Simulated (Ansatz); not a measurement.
```
CELL_PARAMETERS angstrom
      5.84549     0.00000     0.00000
      0.00000     5.84549     0.00000
      0.00000     0.00000     5.84549
ATOMIC_POSITIONS crystal
  Cs 0.00000 0.00000 0.00000
  Pb 0.50000 0.50000 0.50000
  Br 0.50000 0.00000 0.50000
  Br 0.00000 0.50000 0.50000
  Br 0.50000 0.50000 0.00000
```

No spin polarisation.

Level of theory: PBEsol (Ansatz, a first-principles code), without spin-orbit coupling. Γ-centred 6×6×6 mesh, Fermi–Dirac width 0.05 eV.

**Question.** Predict the band gap, electron mass and hole mass.

**Answer.** 
* **Band gap**: 1.37 eV
* **Electron mass (degenerate bands, along [100])**: 0.074, 0.72, 0.72 mₑ (at R)
* **Hole mass**: 0.13 mₑ (at R)

Spin-orbit coupling, missing from the scalar runs, can matter with Pb. Load acts through the strain it causes; cell and atoms are relaxed under it. Masses are band curvatures over ±0.01 Å⁻¹ around the edge. Stability against distortions was not tested. The cell was made from CsPbBr₃ in the cubic perovskite structure (space group Pm-3m, No. 221) by this change: pressure 0.3 GPa. Many cubic perovskites are stable only at high temperature; tilts and polar distortions were not tested. This is not the structure that CsPbBr3 has at room temperature and ambient pressure.
